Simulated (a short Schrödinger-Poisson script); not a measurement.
# MOS inversion layer, Si3N4 on p-type GaN

System: MOS inversion layer, Si3N4 on p-type GaN, at 400 K.

```tsv
layer	material	thickness (nm)	Na (cm⁻³)
1	Si3N4	3.6	-
2	GaN	300	4.3e18
```

The device is made up for the run: typed textbook-type constants, with dimensions and the other settings drawn at random. Si3N4: permittivity 7.5, conduction-band edge (eV) 2, gap (eV) 5.1, electron mass (mₑ) 0.5. GaN: permittivity 9.5, conduction-band edge (eV) 0, gap (eV) 3.43, Nv at 300 K (cm⁻³) 4.6e19.

Channel valleys (confinement mass, in-plane density-of-states mass, number): Γ 0.2, 0.2, 1. At the gate the conduction-band edge of layer 1 lies 2.05 eV − eVg above the Fermi level of the channel; the field vanishes at the back. Gaps are held at their typed values at every temperature. Mesh 0.03 nm at interfaces.

Solved with a short Schrödinger-Poisson script written for these runs: 1D Poisson equation in equilibrium, electrons quantum, Hartree plus LDA exchange-correlation (BenDaniel-Duke, 12 states a valley, the channel's in-plane mass for all, wave functions free to enter the dielectric), parabolic valleys, classical holes, full ionisation, no traps, pinning or gate leakage.

```csv
Vg (V),electrons (cm⁻²),C (μF/cm²),Γ E0 (meV),Γ E1 (meV)
1.05,7.17e6,0.257,444.8,808.5
1.15,8.16e7,0.254,360.9,728.6
1.25,9.60e8,0.255,276.0,647.8
1.35,1.17e10,0.288,189.7,566.3
1.45,1.23e11,0.586,107.9,490.6
1.55,5.71e11,1.07,52.3,441.7
1.65,1.28e12,1.29,20.0,-
1.75,2.09e12,1.38,-2.3,-
```

Gate voltages with under 1e6 electrons/cm² are left out.

Subbands count from the Fermi level; a dash marks a level above the dielectric's band edge.

In real p-type GaN the Mg acceptor is only partly ionised, and so wide a gap doesn't supply an inversion layer without source and drain.
